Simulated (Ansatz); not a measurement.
The parent structure is GaSb in the zinc blende structure (space group F-43m, No. 216).

```xyz
2
Lattice="0.0000 3.0244 3.0244 3.0244 0.0000 3.0244 3.0244 3.0244 0.0000" Properties=species:S:1:pos:R:3 pbc="T T T"
Ga     0.0000     0.0000     0.0000
Sb     1.5122     1.5122     1.5122
```

Cartesian axes are those of the cell as printed.

Level of theory: LDA (Ansatz, a first-principles code), spin-orbit coupling left out.

Base values:

```
Quantity    Result
--------  --------
Pressure  0.00 GPa
```

It is then changed as follows: biaxial strain +1.00 %, plane normal [001], relaxed out of plane (Cartesian); in-plane vectors clamped, the third vector and the atoms free.

### Question
How does this affect the energy relative to the base?

### Answer
The energy rises by 1.5 meV/atom.

### Question
Predict the new out-of-plane strain.

### Answer
The out-of-plane strain comes out as -0.92 %.

### Question
Estimate the effect on the pressure.

### Answer
The pressure (mean of the normal stresses, compression positive) goes from zero to -0.57 GPa.

Whether these cells are dynamically stable was not tested.
